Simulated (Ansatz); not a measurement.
# PBE against PBEsol: ZnSnN2

The parent structure is ZnSnN₂ (space group Pna2_1, No. 33; a = 5.906 Å, b = 6.805 Å, c = 5.537 Å).

(Cell as relaxed with PBE.)

Levels (all Ansatz, a program for electronic structure, PAW): PBE (420 eV, no spin-orbit coupling); PBEsol (420 eV, no spin-orbit coupling).

Each level relaxes its own structure.

```tsv
quantity	PBE	PBEsol
volume per atom	13.91 Å³	?
space group	Pna2_1 (No. 33)	?
```

### Question
Given the PBE results, estimate those of PBEsol.

### Answer

- volume per atom, PBEsol: 13.38 Å³
- space group, PBEsol: Pna2_1 (No. 33)

PBE's volume per atom lies 0.53 Å³ above PBEsol's (3.9 %); the two agree on the space group. Neither level is exact; PBEsol is the comparison here, not a measurement.

Stability against distortions was not tested.
